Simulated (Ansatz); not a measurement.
Here is the system:

End structure of the (110) surface of fcc Ni, ferromagnetic in its 1x1 cell, outermost plane spacing 1.24 Å in the ideal cut:

```
CELL_PARAMETERS angstrom
      2.48857     0.00000     0.00000
      0.00000     3.51937     0.00000
      0.00000     0.00000    26.00000
ATOMIC_POSITIONS crystal
  Ni 0.50000 0.50000 0.31208
  Ni 0.00000 0.00000 0.35503
  Ni 0.50000 0.50000 0.40439
  Ni 0.00000 0.00000 0.45228
  Ni 0.50000 0.50000 0.50000
  Ni 0.00000 0.00000 0.54772
  Ni 0.50000 0.50000 0.59561
  Ni 0.00000 0.00000 0.64498
  Ni 0.50000 0.50000 0.68792
```

Slab: 9 atoms, 10.0 Å thick at the start (thin: gaps and levels are the slab's own); k 15x11x1, smearing 0.1 eV, dipole-corrected; all atoms relaxed; symmetry of the start imposed; spin-polarised, no spin-orbit, no U.

**Question.** Give the work function of the top face at the level PBE run with Ansatz (a program for electronic structure).

**Answer.** 4.52 eV

**Question.** What surface energy (mean of both faces) does PBE give?

**Answer.** 2.32 J/m²
